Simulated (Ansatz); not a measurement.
The starting structures come from a database of crystals and need not be the phases stable at ambient conditions.

 Where the default PAW files enter, the runs use the earlier of Ansatz's two default sets.

Input:

```
Mg2O7P2
1.0
    5.24366     0.00000     0.00000
   -1.28867     5.08285     0.00000
    0.64621     0.83049     4.37320
Mg P O
2 2 7
Direct
  0.31207   0.68793   0.50000
  0.68793   0.31207   0.50000
  0.21991   0.21991   0.09325
  0.78009   0.78009   0.90675
  0.07440   0.37874   0.27967
  0.92560   0.62126   0.72033
  0.62126   0.92560   0.72033
  0.37874   0.07440   0.27967
  0.00000   0.00000   0.00000
  0.38093   0.38093   0.78722
  0.61907   0.61907   0.21278
```

Space group of this cell: C2/m. The cell is taken as given; by r2SCAN its mean pressure is 1.5 GPa.

Transport runs along the normal of the first two printed cell vectors.

The gap is the functional's own, uncorrected, and κ follows it; spin-orbit coupling is left out. Mid-gap values are interpolated between the computed energies.

### Question
State the band gap and the smallest decay constant κ at mid-gap according to r2SCAN in Ansatz (a program for electronic structure).

### Answer
Gap 6.39 eV on a 6×6×8 mesh; κ = 0.477 1/Å, at the zone centre.
